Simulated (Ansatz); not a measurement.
**Ta₂N (model structure, started from the Fe2P type, P-62m, No. 189, 9 atoms in the cell): properties by level of theory**

| level (code) | equilibrium lattice constant a (Å) | c axis length (Å) |
|---|---|---|
| PBE (Ansatz) | 6.701 | 3.088 |
| PBEsol (Ansatz) | ? | ? |
| PBE-D3(BJ) (Ansatz) | 6.628 | 3.067 |

Q: Fill in the missing entries.

A: 
- PBEsol (Ansatz, a first-principles code), equilibrium lattice constant a (Å): 6.610
- PBEsol (Ansatz), c axis length (Å): 3.062

Ansatz's density-functional and Hartree–Fock values are scalar-relativistic unless marked +SOC, with PAW data made under PBE.

Static lattice: no zero-point or thermal effects.

A model structure was made by putting elements into a prototype or built by hand; it is no filed structure, need not be a known phase, and can be a saddle point held by its symmetry.
